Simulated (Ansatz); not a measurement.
## Short convergence ladders for KTlO2 (R3m, 4 atoms in the cell)

```
CELL_PARAMETERS angstrom
      1.71813     0.99196     6.07173
     -1.71813     0.99196     6.07173
      0.00000    -1.98392     6.07173
ATOMIC_POSITIONS crystal
  K  0.50274 0.50274 0.50274
  Tl 0.00000 0.00000 0.00000
  O  0.73208 0.73208 0.73208
  O  0.26792 0.26792 0.26792
```

Base method: LDA (PW92), default PAW files made with PBE (plane waves; Ansatz, an electronic-structure program).

Base settings: basis.ecutwfc = 420 eV; kpoints.mp_grid.grid = 8 8 8; hamiltonian.xc = lda; hamiltonian.pseudopotentials = {kind: paw} (the program's default PAW files); scf.occupations.method = fermi_dirac; scf.occupations.width = 0.02 eV.

The count of work is k-points × plane waves × bands × iterations; it is no time. 

**The cutoff for other potential files**

Level: DFT, LDA (PW92), plane waves, harder PAW files (source: ansatz) made with PBE.

In this ladder: hamiltonian.pseudopotentials = {kind: paw, source: ansatz}.

The second cell is the first with its lattice scaled by 0.98.

The mesh stays at the base's, so the ladder's end is converged at best in this setting alone.

The first pressure column holds Ansatz's estimate of the finite-basis (Pulay) stress, which hides part of the cutoff error; the other is without it.

Only quantities that move along the ladder and can be compared are tabulated.

```tsv
basis.ecutwfc	free energy less the last step's (meV/atom)	energy of the compressed cell less the first (meV/atom)	pressure (GPa)	pressure without the Pulay estimate (GPa)	largest difference of a force vector from the last step's (eV/Å)	count of work / last
420 eV	1024.02	3.42	-2.99	-41.64	0.190	0.11
510 eV	297.00	-0.06	-3.07	-17.96	0.045	0.15
650 eV	34.26	-0.25	-3.11	-5.73	0.006	0.21
790 eV	2.68	-0.59	-3.16	-3.43	0.000	0.28
930 eV	0.49	-0.56	-3.15	-3.16	0.000	0.36
1115 eV	0.37	-0.56	-3.15	-3.16	0.000	0.47
1395 eV	0.18	-0.56	-3.15	-3.16	0.000	0.66
1860 eV	0.00	-0.56	-3.15	-3.15	0.000	1.0
```

Coarsest basis.ecutwfc that holds the forces within 0.005 eV/Å of the last step, with all finer ones: 790 eV, at 0.28 of the last step's count of work; the step before is off by 0.006 eV/Å.

Coarsest basis.ecutwfc that holds the energy of the compressed cell less the first within 2 meV/atom of the last step, with all finer ones: 510 eV, at 0.15 of the last step's count of work; the step before is off by 4.0 meV/atom.

Coarsest basis.ecutwfc that holds the pressure without the Pulay estimate within 0.5 GPa of the last step, with all finer ones: 790 eV, at 0.28 of the last step's count of work; the step before is off by 2.6 GPa.

The energy difference between the two cells stays within 1 meV/atom of the last step's from 510 eV on, the total only from 930 eV on: much of the error is common to both cells and cancels.

At the lowest cutoff the pressure without the Pulay estimate lies 38.5 GPa under the last step's, the usual sign of Pulay stress in an incomplete plane-wave basis.

**The density cutoff**

The mesh stays at the base's, so the ladder's end is converged at best in this setting alone.

Only quantities that move along the ladder and can be compared are tabulated.

```tsv
basis.ecutrho_ratio	free energy less the last step's (meV/atom)	pressure (GPa)	largest difference of a force vector from the last step's (eV/Å)
2	-2.86	-2.83	0.010
3	0.09	-3.23	0.000
4	0.00	-3.22	0.000
5	0.00	-3.22	0.000
6	0.00	-3.22	0.000
8	0.00	-3.22	0.000
10	0.00	-3.22	0.000
12	0.00	-3.22	0.000
16	0.00	-3.22	0.000
```

Coarsest basis.ecutrho_ratio that holds the forces within 0.005 eV/Å of the last step, with all finer ones: 3; the step before is off by 0.010 eV/Å.

Coarsest basis.ecutrho_ratio that holds the pressure within 0.1 GPa of the last step, with all finer ones: 3; the step before is off by 0.39 GPa.

Coarsest basis.ecutrho_ratio that holds the free energy within 1 meV/atom of the last step, with all finer ones: 3; the step before is off by 2.9 meV/atom.

**The relaxed cell against the cutoff**

On KTlO₂ (R-3m, 4 atoms in the cell): atoms on their sites.

In this ladder: relax = cell and atoms.

The mesh stays at the base's, so the ladder's end is converged at best in this setting alone.

Only quantities that move along the ladder and can be compared are tabulated.

| basis.ecutwfc | relaxed volume (Å³/atom) | relaxation steps |
|---|---|---|
| 210 eV | 15.100 | 60 |
| 250 eV | 14.649 | 37 |
| 295 eV | 14.828 | 17 |
| 355 eV | 14.954 | 11 |
| 420 eV | 14.924 | 8 |
| 505 eV | 14.922 | 7 |
| 630 eV | 14.925 | 5 |
| 840 eV | 14.924 | 5 |

Coarsest basis.ecutwfc that holds the relaxed volume within 0.075 Å³/atom of the last step, with all finer ones: 355 eV; the step before is off by 0.096 Å³/atom.

At the lowest cutoff the cell relaxes to a volume 1.2 % larger than at the highest. Ansatz relaxes on a stress corrected for the finite basis.

On the base run: the starting cell comes from a database of computed structures (which also holds hypothetical and non-ambient phases and stackings), without a prior relaxation at this level. Its lattice was rescaled by up to half a per cent. One atom was moved a little off its site on purpose.

Keys are those of Ansatz 0.2.
